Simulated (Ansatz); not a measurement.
System: NiAs-type NiSb. Method: PBE-D3(BJ) (PAW; Ansatz, a quantum-chemistry and plane-wave program).

Numerical settings: plane-wave cutoff 500 eV, 12×12×8 k mesh (along the axes of the cell as run), Fermi–Dirac smearing 0.05 eV, no spin polarisation, scalar-relativistic PAW data made under PBE.

Computed at the level's own relaxed cell.

Give the computed equilibrium volume per atom, equilibrium lattice constant a and lattice parameter c.


- equilibrium volume per atom: 16.97 Å³/atom
- equilibrium lattice constant a: 3.920 Å
- lattice parameter c: 5.102 Å

Measured, for comparison: lattice constant a 3.946 Å, lattice parameter c 5.148 Å (temperature not stated, not corrected to a static lattice; as tabulated in Wikipedia's data pages). Computed (rounded) less measured: lattice constant a -0.7 %, lattice parameter c -0.9 %. A static lattice is as a rule a little smaller and stiffer than an uncorrected measurement, which narrows the difference in the lattice constant a, lattice parameter c and would widen misses of the other sign.

Spin–orbit coupling is not included.
